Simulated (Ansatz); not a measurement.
Defect migration in bcc W: interstitial C, neutral cell. The step: a concerted move, in which C travels most; the atom moves 1.59 Å along (0.00, 0.00, -0.50) of the unit cell; the moving atom starts with neighbours 2 W at 1.94, 4 W at 2.20 Å and ends with 2 W at 1.94, 4 W at 2.20 Å. DFT values are from Ansatz (plane-wave PAW, 420 eV unless said) in a cell of 36 host sites, spin-restricted, static, with no finite-size correction. Sites that were not tried may lie lower. For the PBE band: the saddle point's order was not checked, and it lies on a symmetry element of the cell, where a band can be held.

```json
[
 {"Level": "CHGNet universal potential (has no charge state), its own band", "Forward barrier (eV)": "0.82", "Cost of the band or of the saddle's single point": "-"},
 {"Level": "PBE, a 2×2×3 k-point mesh shifted by half a step, band relaxed", "Forward barrier (eV)": "1.54", "Cost of the band or of the saddle's single point": "very roughly 40 core-minutes"},
 {"Level": "PBE, a 3×3×5 k-point mesh shifted by half a step, same geometries", "Forward barrier (eV)": "1.55", "Cost of the band or of the saddle's single point": "around 6 core-minutes (rough)"},
 {"Level": "r2SCAN at 500 eV, a 2×2×3 k-point mesh shifted by half a step, same geometries", "Forward barrier (eV)": "[?]", "Cost of the band or of the saddle's single point": "very roughly 3 core-minutes"}
]
```

### Question
Some entries are withheld; supply them.

### Answer

- r2SCAN at 500 eV, a 2×2×3 k-point mesh shifted by half a step, same geometries, Forward barrier (eV): 1.58

Ansatz is a first-principles code.
